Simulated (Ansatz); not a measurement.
Functionals compared on F on the 1x1 (10-10) surface of wurtzite ZnO (cut with top plane O + Zn), one in a 2x1 cell, started at the site 'top Zn', in Ansatz (plane waves, PAW). The structure was relaxed with PBE; the other rows are single points on it, each with its references at the same level. Cutoff 420 eV (500 eV for r2SCAN). The points keep PBE's geometry, so the relaxation of a polaron and the settling of charge on one site are left out.

Host crystal: wurtzite ZnO, with a band gap (PBE, scalar-relativistic without spin-orbit coupling).

Model: 33-atom slab, 9.4 Å thick at the start under the adsorbate (thin: gaps and levels are the slab's own), 3x4x1 mesh, Fermi-Dirac 0.01 eV, dipole correction, 16 atoms held, the rest relaxed; symmetry of the start imposed; spin-polarised, ending with about 0.8 μB a cell, a value that depends on the mesh; orders that need a larger cell were not tried, no spin-orbit, no U, no dispersion correction. The slab shows no gap over 0.04 eV on its mesh. It is one chosen start, not shown to be the lowest state of the adsorbate. These notes are the PBE run's. r2SCAN: The program's check for a lower electronic state was not made. Adsorption energies are against ½ F2(g). A negative adsorption energy means that the adsorbate is more stable on the surface than in its reference.

```
functional  adsorption energy (eV)
----------  ----------------------
PBE                          -1.38
RPBE                    (withheld)
r2SCAN                       -1.48
```

Q: Complete the blanks.

A: 
- RPBE, adsorption energy (eV): -1.32

Ansatz is a quantum-chemistry and plane-wave program.
